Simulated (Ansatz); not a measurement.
Consider ZrSi (space group Cmcm, No. 63; a = 3.732 Å, b = 9.880 Å, c = 3.742 Å; relaxed with 0.1 eV smearing). Axes: x, y, z lie along a, b, c of the conventional cell.

Computed with Ansatz (a program for electronic structure), PBEsol, PAW, cutoff 420 eV, no spin-orbit coupling.

Before the change:

- Shortest interatomic distance: 2.431 Å

The change: uniaxial stress, 5 GPa compression along x; all other stress components relax to zero.

### Question
Estimate the effect on the mean lateral Poisson ratio.

### Answer
The mean lateral Poisson ratio amounts to 0.29.

### Question
How does this affect the secant Young's modulus along x?

### Answer
The secant Young's modulus along x is 180 GPa.

### Question
How does this affect the energy relative to the base?

### Answer
The energy grows by 7.5 meV/atom.

### Question
What does the calculation give for the shortest interatomic distance after the change?

### Answer
The shortest interatomic distance goes up by 0.008 Å, from 2.431 Å to 2.439 Å.

Load acts through the strain it causes; cell and atoms are relaxed under it. Beyond what the load breaks, stability against distortions was not tested. All final runs are without spin polarisation.
